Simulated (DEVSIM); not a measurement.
System: Schottky contact on p-type Ge, at 300 K.

| layer (left to right) | material | thickness (μm) | Na (cm⁻³) | τn (s) | τp (s) |
|---|---|---|---|---|---|
| 1 | Ge | 0.960 | 8.1e15 | 4.6e-6 | 4.6e-6 |
| 2 | Ge | 1.90 | 1.2e18 | 4.6e-6 | 4.6e-6 |

Left contact: Schottky, work function 4.304 eV, emission velocity 1.5e6 cm/s. Right contact: ohmic. Voltage is applied to the left contact. Recombination: SRH at mid-gap. Mobility is μmin + (μ − μmin)/(1 + (N/Nref)^α).

This is a model device: material constants are rounded textbook-type values typed into the input, and sizes, dopings and lifetimes were drawn at random. Values at 300 K; Nc and Nv go as T^1.5, mobilities as T to minus their exponent, the gap by Varshni's rule with the affinity fixed. The table also holds parameters that only a changed run uses.

```csv
parameter,Ge
gap (eV),0.664
affinity (eV),4
permittivity,16
Nc (cm⁻³),1.04e19
Nv (cm⁻³),6e18
μn (cm²/Vs),3900
μp (cm²/Vs),1900
"μn,min",150
"μp,min",100
"Nref,n",2.6e17
"Nref,p",4e17
αn,0.56
αp,0.6
T exponent of μn,1.66
T exponent of μp,2.33
Cn (cm⁶/s),1e-31
Cp (cm⁶/s),1e-31
Varshni α (eV/K),0.000477
Varshni β (K),235
```

DEVSIM, 1D drift-diffusion, Boltzmann statistics, complete ionisation; no tunnelling, impact ionisation, image-force lowering or self-heating. Metal contacts follow the ideal Schottky-Mott rule: no Fermi-level pinning, no interface dipoles.

Base results: potential step across the device at zero bias (V) 0.318.

### Question
What follows from this one change: temperature 300 → 350 K?

### Answer
potential step across the device at zero bias 0.318 → 0.285 V.

### Question
What follows from this one change: metal work function 4.304 → 4.404 eV?

### Answer
potential step across the device at zero bias 0.318 → 0.218 V.

### Question
What follows from this one change: doping Na of layer 2 1.2e+18 → 3.6e+17 cm^-3?

### Answer
potential step across the device at zero bias 0.318 → 0.287 V.
